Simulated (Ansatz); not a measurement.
Functionals compared on H on the 1x1 (10-10) surface of wurtzite GaN (cut with top plane Ga + N), one in a 2x1 cell, started at the site 'hollow Ga', in Ansatz (plane waves, PAW). The structure was relaxed with PBE; the other rows are single points on it, each with its references at the same level. Cutoff 420 eV (500 eV for r2SCAN). The points keep PBE's geometry, so the relaxation of a polaron and the settling of charge on one site are left out.

Host crystal: wurtzite GaN, with a band gap (PBE, scalar-relativistic without spin-orbit coupling).

Model: 33-atom slab, 9.3 Å thick at the start under the adsorbate (thin: gaps and levels are the slab's own), 3x4x1 mesh, Fermi-Dirac 0.01 eV, dipole correction, 16 atoms held, the rest relaxed; held to the start's symmetry, so lower structures may exist; spin-polarised, ending with about 0.8 μB a cell, a value that depends on the mesh; orders that need a larger cell were not tried, no spin-orbit, no U, no dispersion correction. The slab shows no gap over 0.04 eV on its mesh. At the end it is bonded to N. In PBE it is, or lies within 0.03 eV of, the lowest of the starts that converged. These notes are the PBE run's. r2SCAN: The program's check for a lower electronic state was not made. Adsorption energies are against ½ H2(g). A negative adsorption energy means that the adsorbate is more stable on the surface than in its reference.

A dash marks a value that is undefined for that row or was read on another mesh.

```
functional  adsorption energy (eV)  work function of the top face (eV)  rough cost of the single point
----------  ----------------------  ----------------------------------  ------------------------------
PBE                          -0.61                                4.02                               –
RPBE                    (withheld)                          (withheld)   around 8 core-minutes (rough)
r2SCAN                       -0.68                                   –         roughly 14 core-minutes
```

Question: Complete the blanks.

Answer: 
- RPBE, adsorption energy (eV): -0.54
- RPBE, work function of the top face (eV): 3.95

Ansatz is a program for electronic structure.
